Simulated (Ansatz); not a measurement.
Take CsBi2 in the cubic Laves (MgCu2 type) structure (space group Fd-3m, No. 227; a = 9.627 Å; a cell from a computed database, its experimental status unchecked) as the base.

Method: PBEsol (Ansatz, a quantum-chemistry and plane-wave program, PAW, no SOC).

Before the change:

```
Quantity    Value
--------  -------
Pressure  0.0 GPa
Band gap     zero
```

The change: an isotropic linear strain of +4.71 %; the atoms relax in the strained cell.

**Question.** What does the calculation give for the pressure, energy relative to the base and band gap after the change?

**Answer.** The pressure goes from zero to -3.2 GPa; the energy rises by 62 meV/atom; the band gap is still zero.

Whether these cells are dynamically stable was not tested.
